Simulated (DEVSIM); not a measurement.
Device: Pd/HfO2/p-Si capacitor, at 300 K.

Layer 1 from the left is HfO2, thickness (nm) 9.20. Layer 2 from the left is Si, thickness (nm) 6900, Na (cm⁻³) 6.9e15.

Metal gate on the left, work function 5.2 eV. Fixed charge at the semiconductor interface 1.5e12 cm⁻² (in units of +e); no interface traps.

The device is made up for the run: typed textbook-type constants, with dimensions and the other settings drawn at random. Values at 300 K.

HfO2: gap (eV) 5.7, affinity (eV) 2.5, permittivity 22. Si: gap (eV) 1.124, affinity (eV) 4.05, permittivity 11.7, Nc (cm⁻³) 2.86e19, Nv (cm⁻³) 3.1e19.

Task: Estimate by hand the flat-band voltage, the threshold voltage, and compare with a numerical solution.

Result: 
- Flat-band voltage: C = 2.12 μF/cm², work-function difference 0.243 V; VFB = φms − qNf/C = 0.13 V; numerical 0.13 V.
- Threshold voltage: φF = 0.346 V, depletion charge √(4εqNφF) = 3.98e-8 C/cm²; VT = VFB + 2φF + Qd/C = 0.84 V; numerical 0.84 V.

Simulated with DEVSIM: 1D Poisson equation in equilibrium, Boltzmann statistics, complete ionisation; no quantum confinement or tunnelling. Metal contacts follow the ideal Schottky-Mott rule: no Fermi-level pinning, no interface dipoles.
